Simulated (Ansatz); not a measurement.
## LiF, pressure series

The parent structure is LiF in the rock salt structure (space group Fm-3m, No. 225; a = 4.068 Å).

Cell and atoms are relaxed at each pressure.

Level of theory: Kohn–Sham DFT with the PBE functional, run in Ansatz (a first-principles code) with PAW and 420 eV plane waves, no spin-orbit coupling.

```
case              band gap   electron mass  width of the top valence band  lattice parameter a
----------------  --------  --------------  -----------------------------  -------------------
base               8.83 eV  0.86 mₑ (at Γ)                        0.95 eV             406.8 pm
pressure −2 GPa    8.56 eV  0.85 mₑ (at Γ)                        0.91 eV             411.1 pm
pressure −1 GPa    8.70 eV  0.86 mₑ (at Γ)                        0.93 eV             408.9 pm
pressure 0.3 GPa   8.87 eV  0.87 mₑ (at Γ)                        0.96 eV             406.2 pm
pressure 0.7 GPa   8.92 eV  0.87 mₑ (at Γ)                        0.97 eV             405.4 pm
pressure 1.5 GPa   9.01 eV  0.88 mₑ (at Γ)                        0.98 eV             403.9 pm
pressure 3 GPa     9.19 eV  0.89 mₑ (at Γ)                        1.01 eV             401.3 pm
pressure 5 GPa     9.41 eV  0.90 mₑ (at Γ)                        1.05 eV             398.1 pm
pressure 7.5 GPa   9.66 eV  0.92 mₑ (at Γ)                        1.09 eV             394.5 pm
pressure 10 GPa    9.90 eV  0.94 mₑ (at Γ)                        1.13 eV             391.3 pm
```

Load acts through the strain it causes; cell and atoms are relaxed under it. Masses are band curvatures over ±0.01 Å⁻¹ around the edge. Stability against distortions was not tested. Competing high-pressure phases were not computed.
